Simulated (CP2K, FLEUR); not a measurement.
A FLEUR input for a self-consistent single point of As₂Ru (Pnnm, 6 atoms in the cell) (DFT, PBEsol, all-electron FLAPW (FLEUR), scalar-relativistic valence):

Input of the input generator:

```
scf As2Ru
&input film=f /
10.2717197340 0.0000000000 0.0000000000
0.0000000000 11.7275458431 0.0000000000
0.0000000000 0.0000000000 5.6713515589
1.0
1.0 1.0 1.0

6
33 0.3292200000 0.8663500000 0.5000000000
33 0.6707800000 0.1336500000 0.5000000000
33 0.8292200000 0.6336500000 0.0000000000
33 0.1707800000 0.3663500000 -0.0000000000
44 0.5000000000 0.5000000000 0.5000000000
44 0.0000000000 0.0000000000 -0.0000000000

&comp jspins=1 /
&exco xctyp='PBEs' /
&kpt div1=3 div2=3 div3=6 gamma=t /
&end /
```

```xml
<?xml version="1.0" encoding="UTF-8" standalone="no"?>
<fleurInput fleurInputVersion="0.39">
   <comment>
      scf As2Ru                                                                                           
   </comment>
   <calculationSetup>
      <cutoffs Kmax="3.6" Gmax="14.4" GmaxXC="14.4" numbands="0"/>
      <scfLoop itmax="80" minDistance="0.00001" maxIterBroyd="15" imix="Anderson" alpha="0.05" precondParam="0.0" spinf="2.0"/>
      <coreElectrons ctail="T" frcor="F" kcrel="0" coretail_lmax="0"/>
      <xcFunctional name="PBEs" relativisticCorrections="F"/>
      <magnetism jspins="1"/>
      <soc l_soc="F" theta="0.0" phi="0.0" spav="F"/>
      <expertModes spex="0" secvar="F"/>
      <geometryOptimization l_f="T" forcealpha="1.0" forcemix="BFGS" epsdisp="0.00001" epsforce="0.00001"/>
      <ldaU l_linMix="F" mixParam="0.05" spinf="1.0"/>
   </calculationSetup>
   <cell>
      <bzIntegration valenceElectrons="88.0" mode="hist" fermiSmearingEnergy="0.00036749">
         <kPointListSelection listName="default-1"/>
         <!-- k-points included here -->
         <xi:include xmlns:xi="http://www.w3.org/2001/XInclude" href="kpts.xml"> </xi:include>
      </bzIntegration>
      <!-- symmetry operations included here -->
      <xi:include xmlns:xi="http://www.w3.org/2001/XInclude" href="sym.xml"> </xi:include>
      <bulkLattice scale="1.0">
         <bravaisMatrix>
            <row-1>   10.2717197339999995     0.0000000000000000     0.0000000000000000</row-1>
            <row-2>    0.0000000000000000    11.7275458430999997     0.0000000000000000</row-2>
            <row-3>    0.0000000000000000     0.0000000000000000     5.6713515588999996</row-3>
         </bravaisMatrix>
      </bulkLattice>
   </cell>
   <atomSpecies>
      <species name="Arsenic (As)" element="As" atomicNumber="33">
         <mtSphere radius="2.16" gridPoints="747" logIncrement="0.017"/>
         <atomicCutoffs lmax="8" lnonsphr="6"/>
         <electronConfig flipSpins="F">
            <coreConfig>(1s1/2) (2s1/2) (2p1/2) (2p3/2) (3s1/2) (3p1/2) (3p3/2)</coreConfig>
            <valenceConfig>(4s1/2) (3d3/2) (3d5/2) (4p1/2) (4p3/2)</valenceConfig>
            <stateOccupation state="(4p1/2)" spinUp="0.5" spinDown="0.5"/>
            <stateOccupation state="(4p3/2)" spinUp="1.0" spinDown="1.0"/>
         </electronConfig>
         <energyParameters s="4" p="4" d="3" f="4"/>
         <lo type="HELO" l="2" n="4" eDeriv="0"/>
      </species>
      <species name="Ruthenium (Ru)" element="Ru" atomicNumber="44">
         <mtSphere radius="2.16" gridPoints="747" logIncrement="0.017"/>
         <atomicCutoffs lmax="8" lnonsphr="6"/>
         <electronConfig flipSpins="F">
            <coreConfig>(1s1/2) (2s1/2) (2p1/2) (2p3/2) (3s1/2) (3p1/2) (3p3/2) (4s1/2) (3d3/2) (3d5/2)</coreConfig>
            <valenceConfig>(4p1/2) (4p3/2) (5s1/2) (4d3/2) (4d5/2)</valenceConfig>
            <stateOccupation state="(5s1/2)" spinUp="0.5" spinDown="0.5"/>
            <stateOccupation state="(4d3/2)" spinUp="1.4" spinDown="1.4"/>
            <stateOccupation state="(4d5/2)" spinUp="2.1" spinDown="2.1"/>
         </electronConfig>
         <energyParameters s="5" p="5" d="4" f="4"/>
         <lo type="SCLO" l="1" n="4" eDeriv="0"/>
      </species>
   </atomSpecies>
   <atomGroups>
      <atomGroup species="Arsenic (As)">
         <relPos label="                   1">.3292200000 -.1336500000 1.000/2.000</relPos>
         <relPos label="                   2">-.3292200000 .1336500000 1.000/2.000</relPos>
         <relPos label="                   3">-.1707800000 -.3663500000 .0000000000</relPos>
         <relPos label="                   4">.1707800000 .3663500000 .0000000000</relPos>
         <force calculate="T" relaxXYZ="TTT"/>
      </atomGroup>
      <atomGroup species="Ruthenium (Ru)">
         <relPos label="                   5">1.000/2.000 1.000/2.000 1.000/2.000</relPos>
         <relPos label="                   6">.0000000000 .0000000000 .0000000000</relPos>
         <force calculate="T" relaxXYZ="TTT"/>
      </atomGroup>
   </atomGroups>
   <output dos="F" band="F" slice="F">
      <checks vchk="F" cdinf="F"/>
      <bandDOS minEnergy="-.5*Htr" maxEnergy="0.5*Htr" sigma="0.015" storeEVData="T"/>
      <vacuumDOS vacdos="F" integ="F" star="F" nstars="0" locx1="0.0" locy1="0.0" locx2="0.0" locy2="0.0" nstm="0" tworkf="0.0"/>
      <unfoldingBand unfoldBand="F" supercellX="1" supercellY="1" supercellZ="1"/>
      <plotting iplot="0" polar="F">
         <plot TwoD="T" vec1="  1.0  0.0  0.0" vec2="  0.0  1.0  0.0" vec3="  0.0  0.0  1.0" zero="  0.0  0.0  0.0" file="plot"/>
      </plotting>
      <chargeDensitySlicing numkpt="0" minEigenval="0.0" maxEigenval="0.0" nnne="0" pallst="F"/>
      <specialOutput eonly="F"/>
      <magneticCircularDichroism mcd="F" energyLo="-10.0" energyUp="0.0"/>
   </output>
  <!-- We include the file relax.xml here to enable relaxations (see documentation) -->
  <xi:include xmlns:xi="http://www.w3.org/2001/XInclude" href="relax.xml"> <xi:fallback/> </xi:include>
</fleurInput>
```

Problem. Give the CP2K input for the same structure, mesh, smearing and functional.

Solution. One input that does it (others would too):

```
&GLOBAL
  PROJECT bulk
  RUN_TYPE ENERGY_FORCE
  PRINT_LEVEL MEDIUM
&END GLOBAL
&FORCE_EVAL
  METHOD Quickstep
  STRESS_TENSOR ANALYTICAL
  &DFT
    BASIS_SET_FILE_NAME BASIS_MOLOPT
    POTENTIAL_FILE_NAME GTH_POTENTIALS
    &QS
      METHOD GPW
      EPS_DEFAULT 1E-11
    &END QS
    &MGRID
      CUTOFF 500
      REL_CUTOFF 50
      NGRIDS 5
    &END MGRID
    &SCF
      SCF_GUESS ATOMIC
      EPS_SCF 1E-7
      MAX_SCF 100
      ADDED_MOS 9
      &DIAGONALIZATION
        ALGORITHM STANDARD
      &END DIAGONALIZATION
      &MIXING
        METHOD BROYDEN_MIXING
        ALPHA 0.2
        NBUFFER 8
        BETA 1
      &END MIXING
      &SMEAR ON
        METHOD FERMI_DIRAC
        ELECTRONIC_TEMPERATURE [K] 116.05
      &END SMEAR
    &END SCF
    &KPOINTS
      SCHEME MONKHORST-PACK 3 3 6
      GAMMA_CENTERED T
    &END KPOINTS
    &XC
      &XC_FUNCTIONAL
        &PBE
          PARAMETRIZATION PBESOL
        &END PBE
      &END XC_FUNCTIONAL
    &END XC
    &PRINT
      &MO
        EIGENVALUES T
        OCCUPATION_NUMBERS T
        NDIGITS 8
        FILENAME mo
        &EACH
          QS_SCF 0
        &END EACH
        ADD_LAST NUMERIC
      &END MO
      &MULLIKEN ON
      &END MULLIKEN
    &END PRINT
  &END DFT
  &SUBSYS
    &CELL
      ABC 5.43556000 6.20595000 3.00115000
      ALPHA_BETA_GAMMA 90.00000000 90.00000000 90.00000000
      PERIODIC XYZ
    &END CELL
    &COORD
      As       1.78949506     5.37652478     1.50057500
      As       3.64606494     0.82942522     1.50057500
      As       4.50727506     3.93240022     0.00000000
      As       0.92828494     2.27354978     0.00000000
      Ru       2.71778000     3.10297500     1.50057500
      Ru       0.00000000     0.00000000     0.00000000
    &END COORD
    &KIND As
      BASIS_SET DZVP-MOLOPT-SR-GTH
      POTENTIAL GTH-PBE-q5
    &END KIND
    &KIND Ru
      BASIS_SET DZVP-MOLOPT-SR-GTH
      POTENTIAL GTH-PBE-q16
    &END KIND
  &END SUBSYS
  &PRINT
    &FORCES ON
    &END FORCES
    &STRESS_TENSOR ON
    &END STRESS_TENSOR
  &END PRINT
&END FORCE_EVAL
```

Basis settings and potentials, where a program has them, do not carry over. This input uses DFT PBEsol, GPW, DZVP-MOLOPT-SR-GTH basis, GTH-PBE potentials (GTH_POTENTIALS).

The starting cell comes from a database of computed structures (which also holds hypothetical and non-ambient phases and stackings), without a prior relaxation at this level.
